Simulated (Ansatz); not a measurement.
## NiSi2 under a change: Si on a Ni site (antisite), symmetric start

The parent structure is a 24-atom supercell of NiSi$_{2}$ (space group Fm-3m, No. 225; a = 5.390 Å; non-magnetic) at its relaxed geometry.

The change: a neutral Si on a Ni site (antisite), symmetric start, atoms relaxed at fixed cell.

Computed with PBEsol, PAW, 420 eV (Ansatz, an electronic-structure program; no spin-orbit coupling). Γ-centred 6×6×6 mesh, Fermi–Dirac width 0.05 eV.

```yaml
pressure: 4.8 GPa (base -0.1 GPa)
total_moment_of_the_cell: 0.0 μB
energy_gained_by_relaxation: 0.36 eV
largest_displacement_of_a_host_atom_from_its_site_in_the_perfect_cell: 0.08 Å
mean_distance_from_the_defect_site_to_its_nearest_host_atoms: 2.41 Å (base 2.33 Å)
```

Other magnetic orders, which the real material may have, were not ruled out. In so small a cell the defect repeats every few ångströms: this is an ordered compound, not a dilute defect. The defect started on the symmetric site and kept its symmetry, so it may sit on a saddle. Starting moments died away, wholly or in part, for Si on a Ni site (antisite) and the base; another magnetic solution may exist. Spin-polarised in the final run: Si on a Ni site (antisite); the other runs are not. The defect cell is spin-polarised and ends with 0.0 μB.
